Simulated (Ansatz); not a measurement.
The starting structures come from a database of crystals and need not be the phases stable at ambient conditions.

Inside the gap of an insulator the Bloch states are evanescent, with a wavenumber k + iκ along the transport direction.

Data:

```xyz
17
Lattice="3.8714 0.0000 0.0000 1.9357 14.5684 0.0000 0.0000 0.5144 3.8370" Properties=species:S:1:pos:R:3 pbc="T T T"
Na     3.8714     8.7634     2.7312
Na     1.9357     6.3194     1.1058
La     3.8714    12.6703     2.2074
La     1.9357     2.4125     1.6296
Ti     3.8714     4.7448     3.2699
Ti     1.9357    10.3380     0.5671
Ti     0.0000     0.0000     0.0000
O      1.9357     4.3269     3.3259
O      3.8714    10.7559     0.5111
O      3.8714     4.0697     1.4074
O      1.9357    11.0131     2.4296
O      3.8714     6.4850     3.0366
O      1.9357     8.5978     0.8004
O      1.9357     0.0000     0.0000
O      0.0000     0.2572     1.9185
O      1.9357    12.6421     0.2582
O      3.8714     2.4407     3.5788
```

The cell is taken as given; by PBEsol it stands under a pressure of -5.8 GPa.

Transport runs along the normal of the first two printed cell vectors, the (101) plane of the conventional cell.

No gap correction and no spin-orbit coupling; mid-gap is the computed energy nearest the middle.

Q: Predict the band gap and the smallest decay constant κ at mid-gap from PBEsol in Ansatz (an electronic-structure program).

A: Gap 2.09 eV on a 8×8×8 mesh; κ = 0.267 1/Å, at (0.000, 0.500) of the in-plane reciprocal vectors. At the zone centre the slowest state has κ = 0.27 1/Å.
